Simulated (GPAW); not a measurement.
Input and output of a self-consistent single point for HfO2 (P4_2/nmc, 6 atoms in the cell) (GPAW)

Method: PBE, GPAW PAW datasets PBE (gpaw-data 1.0.1) (plane waves; GPAW).

Input:

```python
from ase import Atoms
from ase.units import GPa
from gpaw import GPAW

atoms = Atoms(['Hf', 'Hf', 'O', 'O', 'O', 'O'],
              cell=[[3.533470, 0.000000, 0.000000],
                    [0.000000, 3.533470, 0.000000],
                    [0.000000, 0.000000, 5.136174]],
              scaled_positions=[[0.500000, 0.500000, 0.500000],
                                [0.000000, 0.000000, 0.000000],
                                [0.000000, 0.500000, 0.697210],
                                [0.000000, 0.500000, 0.197210],
                                [0.500000, 0.000000, 0.802790],
                                [0.500000, 0.000000, 0.302790]],
              pbc=True)

calc = GPAW(mode={'name': 'pw', 'ecut': 900},
            xc='PBE',
            kpts={'size': (8, 8, 5), 'gamma': True},
            occupations={'name': 'fermi-dirac', 'width': 0.01},
            nbands=-6,
            convergence={'bands': -4},
            symmetry={'symmorphic': False, 'tolerance': 0.0005},
            maxiter=100)

atoms.calc = calc

energy = atoms.get_potential_energy()
print('Energy (eV):', round(energy, 6))
forces = atoms.get_forces()
print('Forces (eV/Ang):')
print(forces.round(5))
stress = atoms.get_stress()
print('Stress (GPa, Voigt):', (stress / GPa).round(4))
```

Output (repeated stretches shortened):

```
Input parameters:
  convergence: {bands: -4}
  kpts: {gamma: True,
         size: (8, 8, 5)}
  maxiter: 100
  mode: {ecut: 900,
         name: pw}
  nbands: -6
  occupations: {name: fermi-dirac,
                width: 0.01}
  symmetry: {symmorphic: False,
             tolerance: 0.0005}
  xc: PBE

species:
  Hf:
    name: Hafnium
    Z: 72.0
    valence: 12
    core: 60
    charge: 0.0
    file: Hf.PBE.gz

    # Using partial waves for Hf as LCAO basis

  O:
    name: Oxygen
    Z: 8.0
    valence: 6
    core: 2
    charge: 0.0
    file: O.PBE.gz

    # Using partial waves for O as LCAO basis

Reference energy: -827935.639755  # eV

Spin-paired calculation

Convergence criteria:
 Maximum [total energy] change in last 3 cyles: 0.0005 eV / valence electron
 Maximum integral of absolute [dens]ity change: 0.0001 electrons / valence electron
 Maximum integral of absolute [eigenst]ate change: 4e-08 eV^2 / valence electron
 Maximum number of scf [iter]ations: 100

Symmetries present (total): 16
Symmetries with fractional translations: 8
320 k-points: 8 x 8 x 5 Monkhorst-Pack grid + [1/16,1/16,0.000000]
45 k-points in the irreducible part of the Brillouin zone
       k-points in crystal coordinates                weights
   0:     0.00000000    0.00000000    0.00000000          1/320
   1:     0.00000000    0.00000000    0.20000000          2/320
   2:     0.00000000    0.00000000    0.40000000          2/320
   [... 7 lines left out ...]
          ...
  44:     0.50000000    0.50000000    0.40000000          2/320

Wave functions: Plane wave expansion
  Cutoff energy: 900.000 eV
  Number of coefficients (min, max): 3896, 3963
  Pulay-stress correction: 0.000000 eV/Ang^3 (de/decut=0.000000)

Occupation numbers: Fermi-Dirac:
  width: 0.0100  # eV

Eigensolver

Densities:
  Coarse grid: 28*28*36 grid
  Fine grid: 56*56*72 grid
  Total Charge: 0.000000

Density mixing:
  Method: separate
  Backend: pulay
  Linear mixing parameter: 0.05
  old densities: 5
  Damping of long wavelength oscillations: 50

Hamiltonian:
  XC and Coulomb potentials evaluated on a 56*56*72 grid
  External potential:
    NoExternalPotential

XC parameters: PBE with 2 nearest neighbor stencil

Number of atoms: 6
Number of atomic orbitals: 42
Number of bands in calculation: 30
Number of valence electrons: 48
Bands to converge: 26

Density initialized from atomic densities
  30 bands from LCAO basis set

Atomic positions and initial magnetic moments

Positions:
   0 Hf     1.766735    1.766735    2.568087    ( 0.0000,  0.0000,  0.0000)
   1 Hf     0.000000    0.000000    0.000000    ( 0.0000,  0.0000,  0.0000)
   2 O      0.000000    1.766735    3.580992    ( 0.0000,  0.0000,  0.0000)
   3 O      0.000000    1.766735    1.012905    ( 0.0000,  0.0000,  0.0000)
   4 O      1.766735    0.000000    4.123269    ( 0.0000,  0.0000,  0.0000)
   5 O      1.766735    0.000000    1.555182    ( 0.0000,  0.0000,  0.0000)

Unit cell:
           periodic     x           y           z      points  spacing
  1. axis:    yes    3.533470    0.000000    0.000000    28     0.1262
  2. axis:    yes    0.000000    3.533470    0.000000    28     0.1262
  3. axis:    yes    0.000000    0.000000    5.136174    36     0.1427

  Lengths:   3.533470   3.533470   5.136174
  Angles:   90.000000  90.000000  90.000000

Effective grid spacing dv^(1/3) = 0.1315

     iter     time        total  log10-change:
                         energy   eigst   dens
iter:   1 --:--:--   -63.965985   +0.51
iter:   2 --:--:--   -61.857532   -0.58  -0.88
iter:   3 --:--:--   -55.862430   +0.40  -0.93
iter:   4 --:--:--   -56.166794   -0.60  -1.33
iter:   5 --:--:--   -56.744904   -1.29  -1.39
iter:   6 --:--:--   -56.318105   -0.27  -1.47
iter:   7 --:--:--   -56.372893   -1.05  -1.98
iter:   8 --:--:--   -56.371206   -1.94  -1.87
iter:   9 --:--:--   -56.330754   -2.88  -1.84
iter:  10 --:--:--   -56.198941   -1.41  -1.87
iter:  11 --:--:--   -56.203992   -2.08  -2.40
iter:  12 --:--:--   -56.207518c  -3.16  -2.57
iter:  13 --:--:--   -56.206216c  -3.45  -2.55
iter:  14 --:--:--   -56.205033c  -3.53  -2.67
iter:  15 --:--:--   -56.204052c  -3.27  -2.81
iter:  16 --:--:--   -56.204346c  -3.15  -3.22
iter:  17 --:--:--   -56.204093c  -4.46  -3.28
iter:  18 --:--:--   -56.204102c  -5.19  -4.10c
iter:  19 --:--:--   -56.204100c  -5.37  -4.03c
iter:  20 --:--:--   -56.204099c  -6.46  -4.22c
iter:  21 --:--:--   -56.204106c  -5.61  -4.28c
iter:  22 --:--:--   -56.204098c  -5.85  -3.94
iter:  23 --:--:--   -56.204100c  -5.64  -4.42c
iter:  24 --:--:--   -56.204098c  -6.91  -4.25c
iter:  25 --:--:--   -56.204098c  -7.12  -4.55c
iter:  26 --:--:--   -56.204098c  -7.41c -4.64c

Converged after 26 iterations.

Dipole moment: (-0.000000, -0.000000, 0.000000) |e|*Ang

Energy contributions relative to reference atoms: (reference = -827935.639755)

Kinetic:        +74.834237
Potential:      -78.704500
External:        +0.000000
XC:             -53.026400
Entropy (-ST):   -0.000000
Local:           +0.692565
SIC:             +0.000000
--------------------------
Free energy:    -56.204098
Extrapolated:   -56.204098

Showing only first 2 kpts
 Kpt  Band  Eigenvalues  Occupancy
  0    22      7.82353    2.00000
  0    23      7.82353    2.00000
  0    24     12.72706    0.00000
  0    25     12.75197    0.00000

  1    22      7.85125    2.00000
  1    23      7.85125    2.00000
  1    24     12.84696    0.00000
  1    25     12.97110    0.00000

Fermi level: 8.81995

Gap: 4.828 eV
Transition (v -> c):
  (s=0, k=15, n=23, [0.25, 0.25, 0.00]) -> (s=0, k=0, n=24, [0.00, 0.00, 0.00])
Direct/indirect transitions are different
Direct gap: 4.904 eV
Transition at: (s=0, k=0, n=23, [0.00, 0.00, 0.00])
Energy (eV): -56.204098

Forces in eV/Ang:
  0 Hf    0.00000    0.00000    0.00000
  1 Hf    0.00000    0.00000    0.00000
  2 O     0.00000    0.00000    0.39481
  3 O     0.00000    0.00000    0.39481
  4 O     0.00000    0.00000   -0.39481
  5 O     0.00000    0.00000   -0.39481

Stress tensor:
    -0.110521     0.000000     0.000000
     0.000000    -0.110521     0.000000
     0.000000     0.000000    -0.094944
Stress (GPa, Voigt): [-17.7075 -17.7075 -15.2117   0.       0.       0.    ]
```

The run converged in 26 iterations. GPAW prints stress with tension positive.

At such cutoffs GPAW's stress carries a finite-basis (Pulay) error, which enters relaxed cells too; its log prints stress with tension positive.

The starting cell comes from a database of computed structures (which also holds hypothetical and non-ambient phases and stackings), without a prior relaxation at this level. Its lattice was rescaled by a random factor within 2.5 % of one. Spin-orbit coupling is off.

Cost on one core of a shared machine: roughly 2 min.
